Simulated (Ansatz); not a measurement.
The starting structures come from a database of crystals and need not be the phases stable at ambient conditions.

Here is the system:

```yaml
crystal:
  lattice:
    - [3.30779, 0.00000, 0.00000]
    - [0.00000, 4.98288, 0.00000]
    - [1.65390, 0.00000, 2.86463]
  atoms:
    - { symbol: Mg, position: [0.33333, 0.99784, 0.33333] }
    - { symbol: Mg, position: [0.66667, 0.49784, 0.66667] }
    - { symbol: O, position: [0.33333, 0.59756, 0.33333] }
    - { symbol: O, position: [0.66667, 0.09756, 0.66667] }
```

Space group of this cell: P6_3mc, wurtzite. The cell is taken as given; by r2SCAN its mean pressure is -0.6 GPa.

These are r2SCAN (plane waves, PAW; Ansatz, a program for electronic structure) values and carry that method's errors.

The current runs along the normal of the first two printed vectors; no spin-orbit coupling. Scaled by the factor s: all lengths (ions clamped). Meshes 10×6×10 and 10×6 across the current in all rows.

| s | mean pressure (GPa) | slowest mid-gap decay constant κ (1/Å) |
|---|---|---|
| 0.98 | 8.0 | 0.357 |
| 1.00 | -0.6 | 0.340 |
| 1.02 | -7.1 | ? |

Q: Take the slope of the slowest mid-gap decay constant κ against ln s from the two given rows, extrapolate to s = 1.02, and say what the run there gives.

A: Slope = (0.357 − 0.340) / ln 0.98 = -0.841 1/Å. The line gives 0.340 + (-0.841) × ln 1.02 = 0.323 1/Å. The run gives 0.324 1/Å, 0.001 1/Å over the line, 4 % of the predicted step.
